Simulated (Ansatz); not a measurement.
A self-consistent single point of Zr2Ga (Fmm2, 6 atoms in the cell) with Ansatz (a quantum-chemistry and plane-wave program).

Computed with PBEsol, default PAW files made with PBE (plane waves; Ansatz).

```
Zr2Ga
1.0
   -3.32795     3.32795     2.72813
    3.32795    -3.32795     2.72813
    3.32795     3.32795    -2.72813
Zr Ga
4 2
Direct
  0.65917   0.15917   0.81834
  0.34614   0.84614   0.19228
  0.15386   0.34614   0.50000
  0.84614   0.65386   0.50000
  0.25000   0.25000   0.00000
  0.75000   0.75000   0.00000
```

Reference input (self-consistent single point, DFT, PBEsol, plane waves, default PAW files made with PBE): basis.ecutwfc = 420 eV; kpoints.mp_grid.grid = 5 5 5; hamiltonian.xc = pbesol; hamiltonian.pseudopotentials = {kind: paw} (the program's default PAW files); scf.occupations.method = gaussian; scf.occupations.width = 0.1 eV. This run's input differs from it in these lines:

Ansatz 0.2 input:
```diff
@@ -16,3 +16,3 @@
   mp_grid:
-    grid: [5, 5, 5]
+    grid: [9, 9, 9]
 hamiltonian:
```

Output, abridged:

```
SCF iter   1: F=—  HF=-24003.984154 eV  |F-HF|=—  |Δ(HF+E_count)|=         —  Δρ=3.96e-3  dr2=1.13e-2  ethr=1.77e-3  ⟨swp⟩=5.3  Hψ=21980  notcnv=0
all-band conjugate gradients solve this SCF's bands
preconditioner: auto → Kerker (q_TF=auto, 2.514 Å⁻¹)
SCF iter   2: F=—  HF=-24003.982507 eV  |F-HF|=—  |Δ(HF+E_count)|=   1.65e-3  Δρ=2.11e-3  dr2=3.85e-3  ethr=1.52e-5  ⟨swp⟩=2.0  Hψ=9791  notcnv=0
SCF iter   3: F=—  HF=-24003.982396 eV  |F-HF|=—  |Δ(HF+E_count)|=   1.12e-4  Δρ=8.94e-4  dr2=7.31e-4  ethr=5.20e-6  ⟨swp⟩=2.0  Hψ=6835  notcnv=0
SCF iter   4: F=—  HF=-24003.982011 eV  |F-HF|=—  |Δ(HF+E_count)|=   3.84e-4  Δρ=2.08e-4  dr2=4.14e-5  ethr=9.88e-7  ⟨swp⟩=2.0  Hψ=7960  notcnv=0
SCF iter   5: F=—  HF=-24003.982002 eV  |F-HF|=—  |Δ(HF+E_count)|=   9.56e-6  Δρ=4.16e-5  dr2=1.04e-6  ethr=5.59e-8  ⟨swp⟩=2.0  Hψ=6724  notcnv=0
SCF iter   6: F=—  HF=-24003.982002 eV  |F-HF|=—  |Δ(HF+E_count)|=   1.91e-7  Δρ=1.07e-5  dr2=1.09e-7  ethr=1.40e-9  ⟨swp⟩=2.6  Hψ=9273  notcnv=0
SCF iter   7: F=-24003.982002 eV  HF=-24003.982002 eV  |F-HF|=1.42e-10  |Δ(HF+E_count)|=   1.10e-8  Δρ=1.25e-6  dr2=1.31e-9  ethr=1.35e-10  ⟨swp⟩=7.9  Hψ=18324  notcnv=0
SCF 1 converged in 7 iterations: F = -24003.982002 eV  dr2 = 1.31e-9
Free energy (F): -24003.982002 eV
Internal energy: -24003.953043 eV  (E = F + TS)
E sigma→0 (E₀):  -24003.967522 eV
Entropy (-TS):   -0.028959 eV (-4.827 meV/atom)
Fermi energy:    13.194480 eV
--- Forces (eV/Å), atoms counted from 1 ---
  atom   1  Zr    -0.17792377    -0.17792377     0.00000000
  atom   2  Zr     0.09814206     0.09814206     0.00000000
  atom   3  Zr     0.03661078     0.00485126     0.00000000
  atom   4  Zr     0.00485126     0.03661078     0.00000000
  atom   5  Ga     0.01915936     0.01915936     0.00000000
  atom   6  Ga     0.01915936     0.01915936     0.00000000
--- Stress (GPa, compression-positive) ---
       -2.189619      -0.123927       0.000000
       -0.123927      -2.189619       0.000000
        0.000000       0.000000      -2.537000
  P = ⅓ Tr σ = -2.3054 GPa (-23.054 kbar)
  The stress holds the Pulay correction. Without it, at fixed plane waves, as pw.x and ABINIT print it: P = -2.3294 GPa
```

The run converged in 7 iterations. Against the reference run the free energy falls by 1.8 meV/atom, the pressure hardly changes (-2.21 to -2.31 GPa) and the largest force goes from 0.243 to 0.252 eV/Å.

The starting cell comes from a database of computed structures (which also holds hypothetical and non-ambient phases and stackings), without a prior relaxation at this level. Its lattice was rescaled by up to half a per cent. One atom was moved a little off its site on purpose. Ansatz's pressure includes its estimate of the finite-basis (Pulay) stress.

Cost on one core of a shared machine: roughly 50 s.
